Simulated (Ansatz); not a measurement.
Worked example: relaxation of cell and atoms of La5CuBi3 (P6_3/mcm, 18 atoms in the cell) in Ansatz (a quantum-chemistry and plane-wave program).

Computed with PBEsol, default PAW files made with PBE (plane waves; Ansatz).

```
CELL_PARAMETERS angstrom
      9.82389     0.00000     0.00000
     -4.91195     8.50774     0.00000
      0.00000     0.00000     6.71671
ATOMIC_POSITIONS crystal
  La 0.33333 0.66667 0.50000
  La 0.66667 0.33333 0.50000
  La 0.66667 0.33333 0.00000
  La 0.33333 0.66667 0.00000
  La 0.74064 0.00000 0.25000
  La 0.25936 0.00000 0.75000
  La 0.74064 0.74064 0.75000
  La 0.25936 0.25936 0.25000
  La 0.00000 0.74064 0.25000
  La 0.00000 0.25936 0.75000
  Cu 0.00000 0.00000 0.50000
  Cu 0.00000 0.00000 0.00000
  Bi 0.38454 0.00000 0.25000
  Bi 0.61546 0.00000 0.75000
  Bi 0.38454 0.38454 0.75000
  Bi 0.61546 0.61546 0.25000
  Bi 0.00000 0.38454 0.25000
  Bi 0.00000 0.61546 0.75000
```

Reference input (self-consistent single point, DFT, PBEsol, plane waves, default PAW files made with PBE): basis.ecutwfc = 420 eV; kpoints.mp_grid.grid = 4 4 5; hamiltonian.xc = pbesol; hamiltonian.pseudopotentials = {kind: paw} (the program's default PAW files); scf.occupations.method = fermi_dirac; scf.occupations.width = 0.136 eV. This run's input differs from it in these lines:

```diff
@@ -34,2 +34,4 @@
   occupations: { method: fermi_dirac, width: 0.136 eV }
+relax:
+  cell: { p_target: 10.0 GPa }
 output:
```

Output (repeated stretches shortened):

```
   [... SCF lines of the steps left out ...]
relax step   1: F+E_penalty+E_count = -148256.72496150 eV  Δ(F+E_penalty+E_count) = +0.000e0 eV  max|allowed force component| = 1.279e-1 eV/Å  Δτ_max = 0.0000 Å  P = -2.082 GPa  Ω = 561.376 Å³  (9 SCF iters, dr2 threshold 1.00e-7 eV, accepted)
relax step   2: F+E_penalty+E_count = -148255.45821197 eV  Δ(F+E_penalty+E_count) = +1.267e0 eV  max|allowed force component| = 1.168e-1 eV/Å  Δτ_max = 0.0037 Å  P = +8.641 GPa  Ω = 482.467 Å³  energy of the carried Pulay correction = +7.226e-3 eV  [...]
   [... lines left out ...]
relax step   5: F+E_penalty+E_count = -148255.03044473 eV  Δ(F+E_penalty+E_count) = -6.523e-3 eV  max|allowed force component| = 9.127e-4 eV/Å  Δτ_max = 0.0026 Å  P = +9.999 GPa  Ω = 474.341 Å³  energy of the carried Pulay correction = +8.033e-3 eV  [...]
relax step   6: F+E_penalty+E_count = -148255.02106427 eV  Δ(F+E_penalty+E_count) = +9.380e-3 eV  max|allowed force component| = 8.845e-4 eV/Å  Δτ_max = 0.0000 Å  P = +10.002 GPa  Ω = 474.341 Å³  stress off target by 2.41e-3 GPa  SCF on the basis [...]
basis re-selected at this cell: Δ(F+E_penalty+E_count) = +9.380e-3 eV, ΔP = +0.002 GPa vs the last step
the relaxation is at rest under the 24 symmetry operations that the run kept from its start: a minimum is not shown …
Free energy (F): -148255.021064 eV
Internal energy: -148253.988703 eV  (E = F + TS)
E sigma→0 (E₀):  -148254.504884 eV
Entropy (-TS):   -1.032361 eV (-57.353 meV/atom)
Fermi energy:    14.325634 eV
--- Forces (eV/Å), atoms counted from 1 ---
  atom   1  La     0.00000000    -0.00000000    -0.00000000
   [... lines left out ...]
  cell:  # Å, volume = 474.3408 Å³
   [... lines left out ...]
    - { symbol: Bi, position: [0.6175303941092435, -3.851859888774472e-34, 0.75] }
    - { symbol: Bi, position: [0.38246960589075657, 0.38246960589075657, 0.75] }
    - { symbol: Bi, position: [0.6175303941092436, 0.6175303941092436, 0.25] }
    - { symbol: Bi, position: [2.202483872963884e-19, 0.38246960589075657, 0.25] }
    - { symbol: Bi, position: [5.6171896393147e-17, 0.6175303941092436, 0.75] }
```

The run converged. 

Summary of the result:
- Free energy E − TS (on the zero of these files): -148255.0211 eV
- Fermi level (on the code's own zero): 14.33 eV
- Pressure: 10.00 GPa
- Final cell: a = 9.3423 Å, b = 9.3423 Å, c = 6.2756 Å, α = 90.00°, β = 90.00°, γ = 120.00°
- Final volume per atom: 26.35 Å³
- Relaxation steps: 6

The starting cell comes from a database of computed structures (which also holds hypothetical and non-ambient phases and stackings), without a prior relaxation at this level. Spin polarisation is off. The relaxation keeps the symmetry of its start, so its end need not be a minimum. Ansatz's pressure includes its estimate of the finite-basis (Pulay) stress.

Cost on one core of a shared machine: roughly 10 min.

Keys are those of Ansatz 0.2.
